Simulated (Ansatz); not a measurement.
Electronic density of states of amorphous Zr$_{40}$O$_{78}$, density 5.74 g/cm³, on a 2×2×2 Γ-centred mesh with a Gaussian width of 0.1 eV; energies count from the Fermi level, whose place inside the gap is arbitrary. Cell and mesh are small, so fine structure isn't converged. All values below come from PBE, scalar-relativistic without spin-orbit coupling (plane waves to 420 eV, PAW; Ansatz, an electronic-structure program). Sampling: a 2×2×2 Γ-centred mesh; Fermi-Dirac width 0.02 eV; no spin polarisation. The usual formal charges leave 4 electrons over, so the level spacing at the Fermi energy parts defect or band states and needn't be the band gap. At PBE the levels at the filled edge of the gap are localised (band-tail or defect states), and the nearest spread-out levels lie 3.6 eV apart at the zone centre.

A CHGNet melt-quench gave the starting glass, which DFT then relaxed. O atoms were pushed apart under 1.9 Å during the dynamics, to hinder bonds among them. The hot cell started wider than the set density and was brought back towards it in steps. It is the lowest in DFT energy of 4 quenches. It is a model cell: composition and starting density were chosen by hand, and all elements were melted together. No dispersion term was used. Its density started from a set value of 5.60 and ended at 5.74 g/cm³. Cooling (nominally 240 K/ps over its main leg) ran many orders faster than in experiment, which tends to leave more defects and strain. Values belong to this one cell and scatter from quench to quench. The volume was free in the relaxation, at fixed shape. Stress components on the final sampling reach 1.1 GPa.

| E - EF (eV) | states/(eV atom) |
|---|---|
| -12.00 | 0.00 |
| -11.90 | 0.00 |
| -11.80 | 0.00 |
| -11.70 | 0.00 |
| -11.60 | 0.00 |
| -11.50 | 0.00 |
| -11.40 | 0.00 |
| -11.30 | 0.00 |
| -11.20 | 0.00 |
| -11.10 | 0.00 |
| -11.00 | 0.00 |
| -10.90 | 0.00 |
| -10.80 | 0.00 |
| -10.70 | 0.00 |
| -10.60 | 0.00 |
| -10.50 | 0.00 |
| -10.40 | 0.00 |
| -10.30 | 0.00 |
| -10.20 | 0.00 |
| -10.10 | 0.00 |
| -10.00 | 0.00 |
| -9.90 | 0.00 |
| -9.80 | 0.00 |
| -9.70 | 0.00 |
| -9.60 | 0.00 |
| -9.50 | 0.00 |
| -9.40 | 0.00 |
| -9.30 | 0.00 |
| -9.20 | 0.00 |
| -9.10 | 0.00 |
| -9.00 | 0.00 |
| -8.90 | 0.00 |
| -8.80 | 0.00 |
| -8.70 | 0.00 |
| -8.60 | 0.00 |
| -8.50 | 0.00 |
| -8.40 | 0.00 |
| -8.30 | 0.03 |
| -8.20 | 0.17 |
| -8.10 | 0.39 |
| -8.00 | 0.53 |
| -7.90 | 0.60 |
| -7.80 | 0.68 |
| -7.70 | 0.71 |
| -7.60 | 0.74 |
| -7.50 | 0.81 |
| -7.40 | 0.88 |
| -7.30 | 0.86 |
| -7.20 | 0.85 |
| -7.10 | 0.81 |
| -7.00 | 0.78 |
| -6.90 | 0.81 |
| -6.80 | 0.81 |
| -6.70 | 0.82 |
| -6.60 | 0.84 |
| -6.50 | 0.85 |
| -6.40 | 0.82 |
| -6.30 | 0.84 |
| -6.20 | 0.84 |
| -6.10 | 0.82 |
| -6.00 | 0.80 |
| -5.90 | 0.81 |
| -5.80 | 0.83 |
| -5.70 | 0.82 |
| -5.60 | 0.82 |
| -5.50 | 0.85 |
| -5.40 | 0.89 |
| -5.30 | 0.90 |
| -5.20 | 0.92 |
| -5.10 | 0.91 |
| -5.00 | 0.92 |
| -4.90 | 0.96 |
| -4.80 | 0.99 |
| -4.70 | 0.97 |
| -4.60 | 0.95 |
| -4.50 | 0.96 |
| -4.40 | 0.98 |
| -4.30 | 0.97 |
| -4.20 | 0.94 |
| -4.10 | 0.91 |
| -4.00 | 0.90 |
| -3.90 | 0.85 |
| -3.80 | 0.78 |
| -3.70 | 0.69 |
| -3.60 | 0.67 |
| -3.50 | 0.63 |
| -3.40 | 0.42 |
| -3.30 | 0.21 |
| -3.20 | 0.11 |
| -3.10 | 0.03 |
| -3.00 | 0.00 |
| -2.90 | 0.00 |
| -2.80 | 0.00 |
| -2.70 | 0.00 |
| -2.60 | 0.00 |
| -2.50 | 0.00 |
| -2.40 | 0.00 |
| -2.30 | 0.00 |
| -2.20 | 0.00 |
| -2.10 | 0.00 |
| -2.00 | 0.00 |
| -1.90 | 0.00 |
| -1.80 | 0.00 |
| -1.70 | 0.00 |
| -1.60 | 0.00 |
| -1.50 | 0.00 |
| -1.40 | 0.00 |
| -1.30 | 0.00 |
| -1.20 | 0.00 |
| -1.10 | 0.00 |
| -1.00 | 0.00 |
| -0.90 | 0.00 |
| -0.80 | 0.00 |
| -0.70 | 0.00 |
| -0.60 | 0.00 |
| -0.50 | 0.04 |
| -0.40 | 0.09 |
| -0.30 | 0.09 |
| -0.20 | 0.09 |
| -0.10 | 0.03 |
| 0.00 | 0.00 |
| 0.10 | 0.03 |
| 0.20 | 0.11 |
| 0.30 | 0.21 |
| 0.40 | 0.31 |
| 0.50 | 0.33 |
| 0.60 | 0.42 |
| 0.70 | 0.51 |
| 0.80 | 0.54 |
| 0.90 | 0.60 |
| 1.00 | 0.67 |
| 1.10 | 0.70 |
| 1.20 | 0.71 |
| 1.30 | 0.72 |
| 1.40 | 0.74 |
| 1.50 | 0.75 |
| 1.60 | 0.77 |
| 1.70 | 0.77 |
| 1.80 | 0.76 |
| 1.90 | 0.78 |

The level spacing at the Fermi energy on this mesh is 0.40 eV; the broadening fills part of it in the curve.
